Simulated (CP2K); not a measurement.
A working CP2K input for Cs2TlSbF6 (Fm-3m, 10 atoms in the cell) (DFT LDA (Pade form), GPW, DZVP-MOLOPT-SR-GTH basis, GTH-PADE potentials (GTH_POTENTIALS)):

```
&GLOBAL
  PROJECT scf
  RUN_TYPE ENERGY_FORCE
  PRINT_LEVEL MEDIUM
&END GLOBAL
&FORCE_EVAL
  METHOD Quickstep
  STRESS_TENSOR ANALYTICAL
  &DFT
    BASIS_SET_FILE_NAME BASIS_MOLOPT
    POTENTIAL_FILE_NAME GTH_POTENTIALS
    &QS
      METHOD GPW
      EPS_DEFAULT 1E-10
    &END QS
    &MGRID
      CUTOFF 550
      REL_CUTOFF 50
      NGRIDS 5
    &END MGRID
    &SCF
      SCF_GUESS ATOMIC
      EPS_SCF 1E-6
      MAX_SCF 100
      ADDED_MOS 13
      &DIAGONALIZATION
        ALGORITHM STANDARD
      &END DIAGONALIZATION
      &MIXING
        METHOD BROYDEN_MIXING
        ALPHA 0.2
        NBUFFER 10
      &END MIXING
      &SMEAR ON
        METHOD FERMI_DIRAC
        ELECTRONIC_TEMPERATURE [K] 232.09
      &END SMEAR
    &END SCF
    &KPOINTS
      SCHEME MONKHORST-PACK 5 5 5
    &END KPOINTS
    &XC
      &XC_FUNCTIONAL PADE
      &END XC_FUNCTIONAL
    &END XC
    &PRINT
      &MO
        EIGENVALUES T
        OCCUPATION_NUMBERS T
        NDIGITS 8
        FILENAME mo
        &EACH
          QS_SCF 0
        &END EACH
        ADD_LAST NUMERIC
      &END MO
      &MULLIKEN ON
      &END MULLIKEN
    &END PRINT
  &END DFT
  &SUBSYS
    &CELL
      A 6.95563300 0.00000000 0.00000000
      B 3.47781600 6.02375500 0.00000000
      C 3.47781600 2.00791800 5.67925000
      PERIODIC XYZ
    &END CELL
    &COORD
      SCALED
      Cs       0.75000000     0.75000000     0.75000000
      Cs       0.25000000     0.25000000     0.25000000
      Tl       0.50000000     0.50000000     0.50000000
      Sb       0.00000000     0.00000000     0.00000000
      F        0.77529000     0.22471000     0.22471000
      F        0.22471000     0.77529000     0.77529000
      F        0.22471000     0.77529000     0.22471000
      F        0.77529000     0.22471000     0.77529000
      F        0.22471000     0.22471000     0.77529000
      F        0.77529000     0.77529000     0.22471000
    &END COORD
    &KIND Cs
      BASIS_SET DZVP-MOLOPT-SR-GTH
      POTENTIAL GTH-PADE-q9
    &END KIND
    &KIND Tl
      BASIS_SET DZVP-MOLOPT-SR-GTH
      POTENTIAL GTH-PADE-q13
    &END KIND
    &KIND Sb
      BASIS_SET DZVP-MOLOPT-SR-GTH
      POTENTIAL GTH-PADE-q5
    &END KIND
    &KIND F
      BASIS_SET DZVP-MOLOPT-SR-GTH
      POTENTIAL GTH-PADE-q7
    &END KIND
  &END SUBSYS
  &PRINT
    &FORCES ON
    &END FORCES
    &STRESS_TENSOR ON
    &END STRESS_TENSOR
  &END PRINT
&END FORCE_EVAL
```

The run converged in 14 iterations: free energy E − TS -6574.8414 eV; top of the valence band (on the code's own zero) 2.79 eV; gap on the k-point mesh 2.35 eV; pressure -3.35 GPa; largest force (vector length) 0.035 eV/Å. Each of these slips is then made, one at a time:

(1)
```diff
-    &END SCF
```

(2)
```diff
-    &KPOINTS
-      SCHEME MONKHORST-PACK 5 5 5
-    &END KPOINTS
```

(3)
```diff
-      A 6.95563300 0.00000000 0.00000000
-      B 3.47781600 6.02375500 0.00000000
-      C 3.47781600 2.00791800 5.67925000
+      A [bohr] 6.95563211 0.00000000 0.00000000
+      B [bohr] 3.47781605 6.02375525 0.00000000
+      C [bohr] 3.47781605 2.00791905 5.67925061
```

How does each altered input end?


(1) A section without its end line. The program stopped before any SCF iteration, with the message: unknown subsection KPOINTS of section SCF input/input_parsing.F:192.

(2) A single k-point for a small cell. The run converged in 17 iterations without an error; against the sound input the free energy goes up by 220 meV/atom, the pressure goes from -3.35 to 0.30 GPa and the largest force goes from 0.035 to 0.224 eV/Å. The full log also holds: “WARNING in fm/cp_fm_elpa.F:518 :: Setting real_kernel for ELPA failed”.

(3) Cell lengths in the wrong unit (bohr against Å). The run converged in 17 iterations without an error; against the sound input the free energy rises by 52.1 eV/atom, the pressure goes from -3.35 to 4754 GPa, the largest force goes from 0.035 to 76.40 eV/Å and no clean gap remains on the mesh (levels overlap or are partly filled), against 2.35 eV before.

The starting cell comes from a database of computed structures (which also holds hypothetical and non-ambient phases and stackings), without a prior relaxation at this level. Spin-orbit coupling is off. Values carry the incompleteness of an atom-centred basis. In the base run, with a pressure of about -3 GPa the cell is away from its equilibrium volume at this level.

Left out of this page: 3 runs of the series outside the window shown, repeating another row's setting, or not comparable.
